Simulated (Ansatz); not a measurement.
Start from GaAs in the zinc blende structure (space group F-43m, No. 216; a = 5.659 Å).

The change: P takes the place of As on all its sites, then cell and atoms are relaxed.

Levels (all Ansatz, a first-principles code, PAW): PBEsol (420 eV, no SOC); PBEsol+SOC (420 eV, spin-orbit coupling included).

The geometry is relaxed with PBEsol.

| Item | Result |
|---|---|
| PBEsol lowest conduction level above the VBM at special points | X 1.50 eV; L 1.60 eV; Γ 1.80 eV; U 2.06 eV |
| PBEsol smallest direct gap | 1.80 eV |

With PBEsol+SOC at the same geometry, the lowest conduction level above the VBM at special points becomes X 1.47 eV; L 1.58 eV; Γ 1.77 eV; U 2.03 eV (PBEsol: X 1.50 eV; L 1.60 eV; Γ 1.80 eV; U 2.06 eV); the hole mass (degenerate bands, along [100]) comes out as 0.14, 0.36 mₑ (at Γ); the smallest direct gap drops by 0.03 eV to 1.77 eV. The threefold valence maximum splits by Δso ≈ 0.09 eV.

Single points use the geometry relaxed with PBEsol. The spin-orbit shifts are approximate. Effective masses come from finite differences of ±0.01 Å⁻¹. Stability against distortions was not tested.
